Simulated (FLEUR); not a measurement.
Band structure of MgAl₃ (I4/mmm, 4 atoms in the cell).

```
MgAl3
1.0
   -2.04547     2.04547     4.12038
    2.04547    -2.04547     4.12038
    2.04547     2.04547    -4.12038
Mg Al
1 3
Direct
  0.00000   0.00000   0.00000
  0.50000   0.50000   0.00000
  0.25000   0.75000   0.50000
  0.75000   0.25000   0.50000
```

Level of theory: PBEsol, all-electron FLAPW (FLEUR), scalar-relativistic valence.

Settings: Kmax = 4 1/bohr; GmaxXC = 16 1/bohr; xcFunctional = PBEs; jspins = 1; l_soc = F; mode = hist; fermiSmearingEnergy = 0.00367493 Htr; mesh (inpgen div1-3) = 8 8 8; inpgen gamma flag = true; Gmax = 16 1/bohr; numbands = 0; maxIterBroyd = 99; imix = Anderson; alpha = 0.05.

The starting cell comes from a database of computed structures (which also holds hypothetical and non-ambient phases and stackings), without a prior relaxation at this level. Values depend on the basis (sphere radii, cutoffs, local orbitals), which need not be converged.

Levels in eV from the Fermi level, bands 7 to 14:
| point | 7 | 8 | 9 | 10 | 11 | 12 | 13 | 14 |
|---|---|---|---|---|---|---|---|---|
| Γ | -1.21 | -0.61 | -0.61 | 0.20 | 0.20 | 0.53 | 0.98 | 1.02 |
| X | -4.18 | -4.06 | -3.70 | -2.71 | 1.44 | 2.14 | 3.08 | 3.70 |
| Y | -5.77 | -4.75 | -1.81 | -0.92 | 1.69 | 2.38 | 3.30 | 3.94 |
| S | -6.20 | -1.10 | 0.27 | 0.82 | 2.32 | 2.55 | 3.40 | 4.10 |
| Z | -2.20 | -2.20 | -1.36 | -0.29 | 5.47 | 5.58 | 5.58 | 5.85 |
| S1 | -6.20 | -1.10 | 0.27 | 0.82 | 2.32 | 2.55 | 3.40 | 4.10 |
| N | -3.29 | -3.22 | -0.06 | 0.63 | 1.53 | 2.14 | 4.11 | 4.78 |
| P | -5.51 | -4.71 | -1.38 | -1.38 | -1.02 | -0.39 | 6.78 | 6.78 |
| Y1 | -5.77 | -4.75 | -1.81 | -0.92 | 1.69 | 2.38 | 3.30 | 3.94 |
